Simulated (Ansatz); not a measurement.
A computed series for hypothetical fluorite TeO2: pressure series

Start from TeO2 in the fluorite structure (space group Fm-3m, No. 225; a = 5.3234 Å; a hypothetical phase, not in the database extracts checked).

Cell and atoms are relaxed at each pressure.

All numbers come from PBEsol (Ansatz, an electronic-structure program, PAW, no spin-orbit coupling), earlier PAW set.

```json
[
 {"P (GPa)": "-2.00", "V (Å³/atom)": "12.717"},
 {"P (GPa)": "-1.00", "V (Å³/atom)": "12.643"},
 {"P (GPa)": "1.80", "V (Å³/atom)": "12.447"},
 {"P (GPa)": "4.20", "V (Å³/atom)": "12.291"},
 {"P (GPa)": "9.00", "V (Å³/atom)": "12.008"},
 {"P (GPa)": "18.00", "V (Å³/atom)": "11.554"},
 {"P (GPa)": "30.00", "V (Å³/atom)": "11.062"},
 {"P (GPa)": "45.00", "V (Å³/atom)": "10.564"},
 {"P (GPa)": "60.00", "V (Å³/atom)": "10.154"}
]
```

Q: Fit a third-order Birch–Murnaghan equation of state.

A: Least squares on P(V) = (3B₀/2)[(V₀/V)^(7/3) − (V₀/V)^(5/3)]·[1 + (3/4)(B₀′ − 4)((V₀/V)^(2/3) − 1)] gives V₀ = 12.57 Å³/atom, B₀ = 179 GPa and B₀′ = 4.2.

Load acts through the strain it causes; cell and atoms are relaxed under it. Stability against distortions was not tested. Competing high-pressure phases were not computed.
